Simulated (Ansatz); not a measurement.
# Ansatz run on Lu2Ge3 (Amm2, 5 atoms in the cell): self-consistent single point

Method: PBEsol, default PAW files made with PBE (plane waves; Ansatz, an electronic-structure program).

Input as run:

Ansatz 0.2 input:
```yaml
# Lu2Ge3
crystal:
  lattice:
    - [6.848830, 0.000000, 0.000000]
    - [0.000000, 2.163500, 3.771065]
    - [0.000000, -2.163500, 3.771065]
  atoms:
    - { symbol: Lu, position_ang: [4.994372, 0.000000, 0.000302] }
    - { symbol: Lu, position_ang: [1.854458, 0.000000, 0.000302] }
    - { symbol: Ge, position_ang: [0.000000, 0.000000, 5.026905] }
    - { symbol: Ge, position_ang: [3.424415, 0.000000, 2.512887] }
    - { symbol: Ge, position_ang: [0.000000, -0.000000, 2.516130] }
basis:
  ecutwfc: 420.0
kpoints:
  mp_grid:
    grid: [4, 7, 7]
hamiltonian:
  xc: pbesol
  pseudopotentials:
    kind: paw
scf:
  occupations:
    method: fermi_dirac
    width: 0.1
output:
  forces: true
  eigenvalues: true
  stress: true
```

The program printed (abridged):

```
WARN ansatz: RAYON_NUM_THREADS=1 ignored (pool sized by the plan → 1); use --threads N
Pseudopotentials: kind: paw
Pseudopotential: Lu, paw, valence charge 25
Pseudopotential: Ge, paw, valence charge 14
Crystal: 5 atoms, lattice volume = 111.755 Å³
Basis set: ecut = 420 eV, 2201 PW (Γ), exchange–correlation on 96×60×60 points (8 copies of the dense FFT grid, shifted against one another)
Bands: 56, of which v1, the nominal top of the filled ones, is band 46 counted from 1 (45 counted from 0)
Symmetry: 4 space group operations
Space group: Amm2 (ITA 38), of the structure as read, at distance tolerance 4.8e-5 Å
k-points: 48 of 196 (time reversal used)
PAW frozen core: Lu, regenerated for the run's functional, and the local potential with it
PAW frozen core: Ge, regenerated for the run's functional, and the local potential with it
Initial density: superposition of atomic densities (neutral atoms: chi_scale 0, normalization atom), corrected by the library's trained network
Initial wavefunctions: pseudopotential atomic-orbital guess
Eigensolver: davidson
Functional: x = pbesol(κ = 0.804, μ = 0.12345679012345678), c = pbesol(β = 0.046)
SCF iter   1: F=—  HF=-41985.728743 eV  |F-HF|=—  |Δ(HF+E_count)|=         —  Δρ=3.46e-3  dr2=6.12e-2  ethr=1.77e-3  ⟨swp⟩=6.4  Hψ=10860  notcnv=0  defer=8
all-band conjugate gradients solve this SCF's bands
preconditioner: auto → LDOS
SCF iter   2: F=—  HF=-41985.717947 eV  |F-HF|=—  |Δ(HF+E_count)|=   1.08e-2  Δρ=2.70e-3  dr2=2.49e-2  ethr=6.66e-5  ⟨swp⟩=3.2  Hψ=6468  notcnv=0  defer=74
SCF iter   3: F=—  HF=-41985.712007 eV  |F-HF|=—  |Δ(HF+E_count)|=   5.94e-3  Δρ=9.37e-4  dr2=1.08e-3  ethr=2.71e-5  ⟨swp⟩=3.0  Hψ=5415  notcnv=0  defer=74
SCF iter   4: F=—  HF=-41985.711671 eV  |F-HF|=—  |Δ(HF+E_count)|=   3.36e-4  Δρ=1.31e-4  dr2=1.16e-5  ethr=1.17e-6  ⟨swp⟩=3.5  Hψ=6107  notcnv=0  defer=74
SCF iter   5: F=—  HF=-41985.711658 eV  |F-HF|=—  |Δ(HF+E_count)|=   1.26e-5  Δρ=8.85e-5  dr2=7.00e-6  ethr=1.26e-8  ⟨swp⟩=3.0  Hψ=6741  notcnv=0  defer=73
SCF iter   6: F=—  HF=-41985.711652 eV  |F-HF|=—  |Δ(HF+E_count)|=   6.90e-6  Δρ=1.86e-5  dr2=3.96e-7  ethr=7.61e-9  ⟨swp⟩=3.0  Hψ=5535  notcnv=0  defer=73
SCF iter   7: F=-41985.711651 eV  HF=-41985.711652 eV  |F-HF|=4.75e-8  |Δ(HF+E_count)|=   6.07e-8  Δρ=5.81e-6  dr2=2.76e-8  ethr=1.09e-10  ⟨swp⟩=13.2  Hψ=18165  notcnv=0
SCF 1 converged in 7 iterations: F = -41985.711651 eV  dr2 = 2.76e-8
SCF converged after 7 iterations
Free energy (F): -41985.711651 eV
Harris-Foulkes:  -41985.711652 eV  (|F-HF|=4.75e-8)
Internal energy: -41985.660418 eV  (E = F + TS)
E sigma→0 (E₀):  -41985.686035 eV
Entropy (-TS):   -0.051233 eV (-10.247 meV/atom)
Fermi energy:    12.334291 eV
--- Per-component energies (eV) ---
  E_band       = -350.259439
  E_kinetic    = 1173.112269
  E_local      = -20401.576728  (includes V_loc(G=0)·N_el)
  E_nonlocal   = 2420.718117
  E_hartree    = 8701.488433
  E_xc         = -659.755218
  E_vxc        = -711.557592  (∫ρ·V_xc dr)
  E_paw        = -20444.140241  (= ΣΔE_a)
  E_vpaw       = -233.933363  (= ΣTr[D̂ρ^β])
  E_aug_tail   = 0.001004  (compensation charges beyond the density's cutoff)
  E_ewald      = -12780.646198
  E_core_change = 5.138144  (= ΣΔE_core)
  E_smearing   = -0.051233  (= −TS)
  E_closure    = 0.000000  (closes the sum)
  Σ components = -41985.711651   (vs F -41985.711651, Δ=0.00e0)
--- Forces (eV/Å), atoms counted from 1 ---
  atom   1  Lu     0.20990741     0.00000000     0.00795985
  atom   2  Lu    -0.20990741     0.00000000     0.00795985
  atom   3  Ge     0.00000000     0.00000000    -0.02384047
  atom   4  Ge     0.00000000     0.00000000    -0.01372531
  atom   5  Ge     0.00000000     0.00000000     0.02163461
  max |Σ_I F_I| component: 1.15e-5 eV/Å
--- Stress (GPa, compression-positive) ---
       -3.250443       0.000000       0.000000
        0.000000      -1.855978       0.000000
        0.000000       0.000000      -2.074390
  P = ⅓ Tr σ = -2.3936 GPa (-23.936 kbar)
  The stress holds the Pulay correction. Without it, at fixed plane waves, as pw.x and ABINIT print it: P = -2.4333 GPa
--- Band table (eV; the first three rows and the last of 48) ---
  k-point 0: bands = ["-43.8225", "-43.8037", "-14.6913", "-14.5265", "-14.5235", "-14.4817", "-14.4788", "-14.2955", "-12.3189", "-12.3158", "-12.2961", "-12.2833", "-12.2822", "-12.0829", "-12.0808", "-11.9860", "-11.9848", "-11.9486", "-11.1413", [...]
  k-point 1: bands = ["-43.8224", "-43.8035", "-14.6895", "-14.5324", "-14.5269", "-14.4864", "-14.4829", "-14.2956", "-12.3281", "-12.3253", "-12.2972", "-12.2832", "-12.2808", "-12.0721", "-12.0698", "-11.9869", "-11.9850", "-11.9482", "-11.1412", [...]
  k-point 2: bands = ["-43.8221", "-43.8033", "-14.6856", "-14.5497", "-14.5303", "-14.5005", "-14.4884", "-14.2959", "-12.3474", "-12.3450", "-12.2967", "-12.2835", "-12.2776", "-12.0521", "-12.0472", "-11.9900", "-11.9839", "-11.9466", "-11.1412", [...]
  k-point 47: bands = ["-43.8199", "-43.8049", "-14.6115", "-14.5536", "-14.5299", "-14.5240", "-14.5003", "-14.3713", "-12.3822", "-12.3419", "-12.2976", "-12.2849", "-12.2742", "-12.0516", "-12.0094", "-11.9942", "-11.9816", "-11.9459", [...]
```

The run converged in 7 iterations.

The starting cell comes from a database of computed structures (which also holds hypothetical and non-ambient phases and stackings), without a prior relaxation at this level. Spin-orbit coupling is off. Ansatz's pressure includes its estimate of the finite-basis (Pulay) stress.
